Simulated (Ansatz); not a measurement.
## LiH (model structure, started from the NiAs type, P6₃/mmc, No. 194, 4 atoms in the cell)

These are dielectric-dependent PBEsol hybrid (Ansatz, a quantum-chemistry and plane-wave program, PAW) values and carry that method's errors.

Settings: plane-wave cutoff 460 eV, 12×12×6 k mesh (along the axes of the cell as run), Fermi–Dirac smearing 0.01 eV, scalar-relativistic PAW data made under PBE.

Cell (relaxed with PBEsol):

LiH is taken in the hexagonal space group P6₃/mmc (No. 194), the NiAs type structure, Pearson symbol hP4. Cell: a = b = 2.7600 Å, c = 4.8593 Å, α = β = 90.00°, γ = 120.00°. Li on 2a is coordinated by 6 H at 2.004 Å (octahedral). H on 2c is coordinated by 6 Li at 2.004 Å (trigonal prismatic). (Neighbours: up to the widest gap in distance over summed covalent radii, below 1.35, at either atom; cation-cation and far metal-metal contacts left out.)

| Quantity | Value |
|---|---|
| band gap | 5.88 eV (indirect) |
| smallest direct gap on the k points sampled | 6.61 eV |
| direct gap at Γ | 9.61 eV |

Note: the relaxation could raise the start's symmetry but not lower it, so the cell can be a saddle point; cell and atoms aren't relaxed at this level (pressure -0.3 GPa).

It cost very roughly 100 core-seconds of CPU time.

A model structure was made by putting elements into a prototype or built by hand; it is no filed structure, need not be a known phase, and can be a saddle point held by its symmetry.
